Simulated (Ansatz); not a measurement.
Where the default PAW files enter, the runs use the earlier of Ansatz's two default sets.

Evanescent states of KCl (Fm-3m, rock salt, 2 atoms a cell, 31.0 Å³ an atom) along the normal of (001)

Level of theory: r2SCAN (plane waves, PAW; Ansatz, a quantum-chemistry and plane-wave program).

The gap is the functional's own, uncorrected, and κ follows it; spin-orbit coupling is left out. Mid-gap values are interpolated between the computed energies.

Energies count from the valence-band top; κ is the least over a 8×8 mesh across the current.

```json
[
 {"E (eV)": "0.14", "κ (1/Å)": "0.155", "where": "Γ"},
 {"E (eV)": "0.41", "κ (1/Å)": "0.249", "where": "Γ"},
 {"E (eV)": "0.68", "κ (1/Å)": "0.301", "where": "Γ"},
 {"E (eV)": "0.94", "κ (1/Å)": "0.335", "where": "Γ"},
 {"E (eV)": "1.22", "κ (1/Å)": "0.360", "where": "Γ"},
 {"E (eV)": "1.49", "κ (1/Å)": "0.377", "where": "Γ"},
 {"E (eV)": "1.75", "κ (1/Å)": "0.390", "where": "Γ"},
 {"E (eV)": "2.02", "κ (1/Å)": "0.398", "where": "Γ"},
 {"E (eV)": "2.29", "κ (1/Å)": "0.403", "where": "Γ"},
 {"E (eV)": "2.56", "κ (1/Å)": "0.405", "where": "Γ"},
 {"E (eV)": "2.83", "κ (1/Å)": "0.404", "where": "Γ"},
 {"E (eV)": "3.10", "κ (1/Å)": "0.401", "where": "Γ"},
 {"E (eV)": "3.38", "κ (1/Å)": "0.395", "where": "Γ"},
 {"E (eV)": "3.65", "κ (1/Å)": "0.386", "where": "Γ"},
 {"E (eV)": "3.92", "κ (1/Å)": "0.374", "where": "Γ"},
 {"E (eV)": "4.18", "κ (1/Å)": "0.359", "where": "Γ"},
 {"E (eV)": "4.46", "κ (1/Å)": "0.340", "where": "Γ"},
 {"E (eV)": "4.72", "κ (1/Å)": "0.315", "where": "Γ"},
 {"E (eV)": "5.00", "κ (1/Å)": "0.284", "where": "Γ"},
 {"E (eV)": "5.26", "κ (1/Å)": "0.242", "where": "Γ"},
 {"E (eV)": "5.54", "κ (1/Å)": "0.182", "where": "Γ"},
 {"E (eV)": "5.80", "κ (1/Å)": "0.064", "where": "Γ"}
]
```

Q: How thick must the barrier be to attenuate the transmission by 10^8 when the electrodes' Fermi level lies at 2.29 eV, and what attenuation does that film give at 3.92 eV?

A: d = 8 ln 10 / (2 × 0.403) = 22.9 Å. At 3.92 eV it gives 8 × 0.374/0.403 = 7.4 decades.
